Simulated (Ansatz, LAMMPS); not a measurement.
# Ge well of 12 atomic layers along [001] in random Si0.2Ge0.8, interfaces graded over 8 layers

Cell 17.11 × 17.11 × 51.72 Å, Si73Ge575, 648 atoms. Prepared with Tersoff's 1989 multicomponent potential (SiCGe.tersoff) (LAMMPS): minimisation. 

Level of theory: PBE, support functions at accuracy medium on the grid of 370 eV (norm-conserving potentials; Ansatz, a program for electronic structure).

Basis: localised support functions (accuracy medium) on a full density matrix. k-points: zone centre alone; occupations: Fermi-Dirac, 0.010 eV; spin polarisation not allowed. No spin-orbit coupling.

- electronic character of the cell = no gap resolved at this smearing
- coordination (neighbours within 2.974 Å) = 100.0 % 4-fold
- Ge-Ge bonds, mean ± spread = 2.486 ± 0.005 Å
- Ge-Si bonds, mean ± spread = 2.440 ± 0.007 Å
- Si-Si bonds, mean ± spread = 2.391 ± 0.005 Å
- bond angles, mean ± spread = 109.5° ± 0.9°
- pressure = 0.35 GPa
- cost of the final run = about 50 core-minutes (a rough figure), 15 SCF iterations, 14 GiB
